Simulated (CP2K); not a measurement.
A working CP2K input for Cs2TlSbF6 (Fm-3m, 10 atoms in the cell) (DFT LDA (Pade form), GPW, DZVP-MOLOPT-SR-GTH basis, GTH-PADE potentials (GTH_POTENTIALS)):

```
&GLOBAL
  PROJECT scf
  RUN_TYPE ENERGY_FORCE
  PRINT_LEVEL MEDIUM
&END GLOBAL
&FORCE_EVAL
  METHOD Quickstep
  STRESS_TENSOR ANALYTICAL
  &DFT
    BASIS_SET_FILE_NAME BASIS_MOLOPT
    POTENTIAL_FILE_NAME GTH_POTENTIALS
    &QS
      METHOD GPW
      EPS_DEFAULT 1E-10
    &END QS
    &MGRID
      CUTOFF 550
      REL_CUTOFF 50
      NGRIDS 5
    &END MGRID
    &SCF
      SCF_GUESS ATOMIC
      EPS_SCF 1E-6
      MAX_SCF 100
      ADDED_MOS 13
      &DIAGONALIZATION
        ALGORITHM STANDARD
      &END DIAGONALIZATION
      &MIXING
        METHOD BROYDEN_MIXING
        ALPHA 0.2
        NBUFFER 10
      &END MIXING
      &SMEAR ON
        METHOD FERMI_DIRAC
        ELECTRONIC_TEMPERATURE [K] 232.09
      &END SMEAR
    &END SCF
    &KPOINTS
      SCHEME MONKHORST-PACK 5 5 5
    &END KPOINTS
    &XC
      &XC_FUNCTIONAL PADE
      &END XC_FUNCTIONAL
    &END XC
    &PRINT
      &MO
        EIGENVALUES T
        OCCUPATION_NUMBERS T
        NDIGITS 8
        FILENAME mo
        &EACH
          QS_SCF 0
        &END EACH
        ADD_LAST NUMERIC
      &END MO
      &MULLIKEN ON
      &END MULLIKEN
    &END PRINT
  &END DFT
  &SUBSYS
    &CELL
      A 6.95563300 0.00000000 0.00000000
      B 3.47781600 6.02375500 0.00000000
      C 3.47781600 2.00791800 5.67925000
      PERIODIC XYZ
    &END CELL
    &COORD
      SCALED
      Cs       0.75000000     0.75000000     0.75000000
      Cs       0.25000000     0.25000000     0.25000000
      Tl       0.50000000     0.50000000     0.50000000
      Sb       0.00000000     0.00000000     0.00000000
      F        0.77529000     0.22471000     0.22471000
      F        0.22471000     0.77529000     0.77529000
      F        0.22471000     0.77529000     0.22471000
      F        0.77529000     0.22471000     0.77529000
      F        0.22471000     0.22471000     0.77529000
      F        0.77529000     0.77529000     0.22471000
    &END COORD
    &KIND Cs
      BASIS_SET DZVP-MOLOPT-SR-GTH
      POTENTIAL GTH-PADE-q9
    &END KIND
    &KIND Tl
      BASIS_SET DZVP-MOLOPT-SR-GTH
      POTENTIAL GTH-PADE-q13
    &END KIND
    &KIND Sb
      BASIS_SET DZVP-MOLOPT-SR-GTH
      POTENTIAL GTH-PADE-q5
    &END KIND
    &KIND F
      BASIS_SET DZVP-MOLOPT-SR-GTH
      POTENTIAL GTH-PADE-q7
    &END KIND
  &END SUBSYS
  &PRINT
    &FORCES ON
    &END FORCES
    &STRESS_TENSOR ON
    &END STRESS_TENSOR
  &END PRINT
&END FORCE_EVAL
```

The run converged in 14 iterations: free energy E − TS -6574.8414 eV; top of the valence band (on the code's own zero) 2.79 eV; gap on the k-point mesh 2.35 eV; pressure -3.35 GPa; largest force (vector length) 0.035 eV/Å. Each of these slips is then made, one at a time:

(1)
```diff
-    &END SCF
```

(2)
```diff
-    &KPOINTS
-      SCHEME MONKHORST-PACK 5 5 5
-    &END KPOINTS
```

What happens in each case?


(1) A section without its end line. The program stopped before any SCF iteration, with the message: unknown subsection KPOINTS of section SCF input/input_parsing.F:192.

(2) A single k-point for a small cell. The run converged in 17 iterations without an error; against the sound input the free energy goes up by 220 meV/atom, the pressure goes from -3.35 to 0.30 GPa and the largest force goes from 0.035 to 0.224 eV/Å. The full log also holds: “WARNING in fm/cp_fm_elpa.F:518 :: Setting real_kernel for ELPA failed”.

The starting cell comes from a database of computed structures (which also holds hypothetical and non-ambient phases and stackings), without a prior relaxation at this level. Spin-orbit coupling is off. Values carry the incompleteness of an atom-centred basis. In the base run, with a pressure of about -3 GPa the cell is away from its equilibrium volume at this level.

Left out of this page: 3 runs of the series outside the window shown, repeating another row's setting, or not comparable; 1 run of the series stopped by limits of time or memory.
